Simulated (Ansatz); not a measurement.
**What x(Bi) = 0.167, 12 atoms, Imm2 does to TaN**

Base system: TaN (space group P-62m, No. 189; a = 5.200 Å, c = 2.909 Å).

The other end (x = 1) is TaBi (space group P-62m, No. 189; a hypothetical phase, not in the database extracts checked): 26.94 Å³/atom, gap zero; this end may not be an ambient phase.

Modification: Bi replaces 16.7 % of the N, ordered in a cell of 12 atoms (starting symmetry Imm2) and fully relaxed.

Method: Ansatz (an electronic-structure program) r2SCAN, no SOC, earlier PAW set. Γ-centred 11×11×11 mesh, Fermi–Dirac width 0.05 eV, for the changed cell.

Volume per atom: 13.44 Å³ (base 11.36 Å³)
Density: 14.06 g/cm³ (base 14.25 g/cm³)
Band gap: zero (base zero)
Deviation of the volume from the linear (Vegard-type) interpolation: -3.7 %

Final structure:

```
CELL_PARAMETERS angstrom
     -3.01980     4.79365     2.78438
      3.01980    -4.79365     2.78438
      3.01980     4.79365    -2.78438
ATOMIC_POSITIONS crystal
  Ta 0.98331 0.98331 0.00000
  Ta 0.13206 0.63206 0.50000
  Ta 0.27147 0.23393 0.57313
  Ta 0.27147 0.69834 0.03753
  Ta 0.66080 0.69834 0.42687
  Ta 0.66080 0.23393 0.96247
  N  0.61149 0.61149 0.00000
  Bi 0.66922 0.16922 0.50000
  N  0.99680 0.70602 0.29078
  N  0.97495 0.16367 0.81128
  N  0.35240 0.16367 0.18872
  N  0.41523 0.70602 0.70922
```

Each cell is one ordered arrangement of few atoms, which overstates ordering effects compared with a random alloy. Stability against distortions was not tested. All final runs are without spin polarisation.
